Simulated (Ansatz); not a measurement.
```xyz
4
Lattice="3.1538 0.0000 0.0000 -1.5769 2.7313 0.0000 0.0000 0.0000 5.2083" Properties=species:S:1:pos:R:3 pbc="T T T"
Ga     0.0000     1.8208     0.0019
Ga     1.5769     0.9104     2.6061
N      0.0000     1.8208     1.9512
N      1.5769     0.9104     4.5554
```

Computed with r2SCAN with spin-orbit coupling, rigid bands (plane waves, PAW; Ansatz, a program for electronic structure). Condition of this run: biaxial stress in the c plane of 4 GPa (compression positive) (the target of the relaxation). Cell: cell and atoms relaxed with PBEsol, then loaded as said.

Problem. Predict the hole conductivity mass (n e² τ/σ) at 300 K, by direction if it differs.

Solution. 1.19 (x), 1.19 (y), 2.00 (z) mₑ.

Problem. What conductivity effective mass do dilute electrons have at 300 K?

Solution. 0.21 (x), 0.21 (y), 0.179 (z) mₑ.

Problem. And the band gap?

Solution. 2.39 eV at this level; semilocal functionals usually fall short of the measured gap.

Rigid bands, one relaxation time for all states, no polarons. Geometry: cell and atoms relaxed with PBEsol.
